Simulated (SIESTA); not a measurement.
SIESTA run on ScAl (P1, 2 atoms in the cell): self-consistent single point.

Method of the run: GGA PBEsol, numerical atomic orbitals DZP, PseudoDojo PBEsol standard norm-conserving potentials (rewritten from UPF to PSML) in SIESTA 5.4.2.

```
ScAl
1.0
    3.37035     0.00000     0.00000
    0.00000     3.37035     0.00000
    0.00000     0.00000     3.37035
Sc Al
1 1
Cartesian
  1.69688   1.65417   1.69915
 -0.01170   0.03100  -0.01398
```

Reference input (self-consistent single point, DFT, LDA PW92, numerical atomic orbitals DZP, PseudoDojo LDA standard norm-conserving potentials (rewritten from UPF to PSML)): XC.functional = LDA; XC.authors = PW92; potentials = PseudoDojo LDA standard; PAO.BasisSize = DZP; PAO.EnergyShift = 0.005 Ry; MeshCutoff = 400 Ry; kgrid.MonkhorstPack = 9 9 9; OccupationFunction = MP; OccupationMPOrder = 0; ElectronicTemperature = 0.2 eV; MaxSCFIterations = 150; SCF.Mixer.Method = Pulay. This run's input differs from it in these lines:

```diff
@@ -1,2 +1,2 @@
-# files in the folder: Sc.psml Al.psml (PseudoDojo LDA standard)
+# files in the folder: Sc.psml Al.psml (PseudoDojo PBEsol standard)
 SystemName  ScAl
@@ -22,4 +22,4 @@
 
-XC.functional                LDA
-XC.authors                   PW92
+XC.functional                GGA
+XC.authors                   PBEsol
 PAO.BasisSize                DZP
```

Output, abridged:

```
        iscf     Eharris(eV)        E_KS(eV)     FreeEng(eV)     dDmax    Ef(eV) dHmax(eV)
   scf:    1    -1367.789992    -1378.263813    -1378.278928  1.646433 -5.429520  3.826744
   scf:    2    -1378.605952    -1378.444071    -1378.459672  0.055687 -5.519847  2.838326
   scf:    3    -1378.710425    -1378.652518    -1378.667348  0.147644 -5.834551  0.212335
   scf:    4    -1378.645629    -1378.652721    -1378.667626  0.026167 -5.783673  0.458540
   scf:    5    -1378.661305    -1378.657993    -1378.672849  0.024216 -5.826759  0.106762
   [... 3 lines left out ...]
   scf:    9    -1378.658315    -1378.658316    -1378.673163  0.000183 -5.841222  0.005827
   scf:   10    -1378.658316    -1378.658316    -1378.673164  0.000221 -5.840673  0.001307
   scf:   11    -1378.658316    -1378.658316    -1378.673165  0.000056 -5.840506  0.000019
   scf:   12    -1378.658316    -1378.658316    -1378.673165  0.000003 -5.840517  0.000077
SCF Convergence by DM+H criterion
max |DM_out - DM_in|         :     0.0000030993
max |H_out - H_in|      (eV) :     0.0000767437
SCF cycle converged after 12 iterations

Using DM_out to compute the final energy and forces

siesta: E_KS(eV) =            -1378.6583

siesta: E_KS - E_eggbox =     -1378.6583

siesta: Atomic forces (eV/Ang):
     1   -0.109271    0.291281   -0.130682
     2    0.110765   -0.291874    0.132254
   Tot    0.001494   -0.000592    0.001572
   Max    0.291874
   Res    0.195283    sqrt( Sum f_i^2 / 3N )
   Max    0.291874    constrained

Stress tensor Voigt[x,y,z,yz,xz,xy] (kbar):       26.72       27.17       26.76        0.86       -0.39        0.72
(Free)E + p*V (eV/cell)    -1379.3156
Target enthalpy (eV/cell)    -1378.6732

siesta: Program's energy decomposition (eV):
siesta: FreeEng =     -1378.673165

   [... lines left out ...]
siesta:     0.016679    0.000449   -0.000243
siesta:     0.000449    0.016956    0.000539
siesta:    -0.000243    0.000539    0.016705

siesta: Cell volume =         38.284679 Ang**3

siesta: Pressure (static):
siesta:                Solid            Molecule  Units
siesta:          -0.00018276         -0.00018845  Ry/Bohr**3
siesta:          -0.01677999         -0.01730313  eV/Ang**3
siesta:         -26.88450680        -27.72266880  kBar
```

The run converged in 12 iterations. Against the reference run the pressure goes from -5.34 to -2.69 GPa and the largest force goes from 0.313 to 0.339 eV/Å.

The starting cell comes from a database of computed structures (which also holds hypothetical and non-ambient phases and stackings), without a prior relaxation at this level. Its atoms were displaced at random from the sites of space group no. 221. Values carry the incompleteness of an atom-centred basis.

Cost on one core of a shared machine: roughly 70 s.
